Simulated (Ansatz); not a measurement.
Start from ZnSe in the zinc blende structure (space group F-43m, No. 216; a = 5.733 Å).

(Cell as relaxed with PBE.)

Levels (all Ansatz, a program for electronic structure, PAW, earlier PAW set): PBE (420 eV, scalar-relativistic without spin-orbit coupling); r2SCAN (500 eV, without spin-orbit coupling).

Each level relaxes its own structure.

| base | PBE | r2SCAN |
|---|---|---|
| volume per atom | 23.55 Å³ | 22.74 Å³ |
| lattice parameter a | 5.733 Å | 5.666 Å |
| band gap | 1.15 eV | 1.86 eV |

Now apply this change: Cd takes the place of Zn on all its sites, then cell and atoms are relaxed.

```tsv
quantity	PBE	r2SCAN
shift of the gap caused by the change	-0.66 eV	…
electron mass	0.052 mₑ (at Γ)	…
band gap	0.49 eV	…
hole mass (degenerate bands, along [100])	0.054, 0.73, 0.73 mₑ (at Γ)	…
gap character	direct at Γ	…
```

### Question
Predict the r2SCAN column.

### Answer

- shift of the gap caused by the change, r2SCAN: -0.83 eV
- electron mass, r2SCAN: 0.093 mₑ (at Γ)
- band gap, r2SCAN: 1.03 eV
- hole mass (degenerate bands, along [100]), r2SCAN: 0.098, 0.70, 0.70 mₑ (at Γ)
- gap character, r2SCAN: direct at Γ

PBE's shift of the gap caused by the change lies 0.17 eV above r2SCAN's; PBE's band gap lies 0.54 eV below r2SCAN's; the two agree on the gap character. Neither level is exact; r2SCAN is the comparison here, not a measurement.

Effective masses come from finite differences of ±0.01 Å⁻¹. Stability against distortions was not tested.
